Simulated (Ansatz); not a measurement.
Density of states of YN (Fm-3m) above the conduction band minimum, r2SCAN, rigid bands run with Ansatz (an electronic-structure program); cell volume 28.6 Å³.

```csv
energy from edge (eV),10⁻³ states/eV/cell
0.006,6.89
0.031,16.8
0.056,23.4
0.081,29.1
0.106,34.3
0.131,39.4
0.156,44.5
0.181,49.0
0.206,53.7
0.231,58.5
0.256,63.0
0.281,67.2
0.319,74.6
0.344,78.7
0.369,84.1
0.394,87.9
0.419,92.8
0.444,97.9
0.469,102
0.494,106
0.519,111
0.544,115
0.569,120
0.594,124
```

What effective density of states at 300 K does this give (∫ g(E) exp(−E/k_BT) dE, both spins, divided by the cell's size)?

1.2e19 cm⁻³, a density-of-states mass of 0.63 mₑ, valleys and band degeneracy included.

Spin-orbit coupling is left out. Geometry: cell and atoms relaxed with PBEsol.
